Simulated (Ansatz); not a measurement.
The reference is MgO in the rock salt structure (space group Fm-3m, No. 225; a = 4.204 Å). Axes: x, y, z lie along the cube axes.

The values are results of r2SCAN/PAW in Ansatz (a first-principles code), without spin-orbit coupling, not measurements.

For the base:

```
Property   Result
--------  -------
Band gap  5.68 eV
```

Now apply this change: a pure shear with ε_xy = ε_yx = 0.0086, atoms relaxed at fixed cell.

**Question.** Predict the new energy relative to the base.

**Answer.** The energy goes up by 1.3 meV/atom.

**Question.** What does the calculation give for the band gap after the change?

**Answer.** The band gap drops by 0.07 eV (5.68 eV → 5.61 eV).

**Question.** What happens to the stress?

**Answer.** The stress (xx, yy, zz, yz, xz, xy; compression positive) amounts to (0.04, 0.04, -0.03, 0.00, 0.00, -2.70) GPa.

The cells carry an imposed strain or load. No phonon test of stability was made.
